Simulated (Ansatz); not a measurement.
The starting structures come from a database of crystals and need not be the phases stable at ambient conditions.

The decay constant κ of evanescent states in the gap governs leakage through a thin film.

Here is the system:

```
MgSc2Se4
1.0
    7.90714     0.00000     0.00000
    0.00000     7.90714     0.00000
    3.95357    -3.95357     5.59119
Mg Sc Se
2 4 8
Cartesian
  7.90714   3.95357   2.79560
  0.00000   0.00000   0.00000
  9.88393   0.00000   4.19340
  3.95357   1.97679   1.39780
  5.93036   0.00000   4.19340
  3.95357   5.93036   1.39780
  2.09270   3.95357   1.31583
  3.95357  -1.86087   4.11143
  5.81444   3.95357   1.31583
  3.95357   1.86087   4.11143
  7.90714  -1.86087   4.27536
  2.09270   0.00000   1.47977
  7.90714   1.86087   4.27536
  5.81444   0.00000   1.47977
```

Space group of this cell: Fd-3m, spinel. The cell is taken as given.

Transport runs along the normal of the first two printed cell vectors, the (001) plane of the conventional cell.

The gap is the functional's own. No spin-orbit coupling. Mid-gap values are interpolated on the energy grid.

Problem. State the band gap and the smallest decay constant κ at mid-gap according to r2SCAN (Ansatz, a first-principles code).

Solution. Gap 1.53 eV on a 6×6×6 mesh; κ = 0.192 1/Å, at the zone centre.
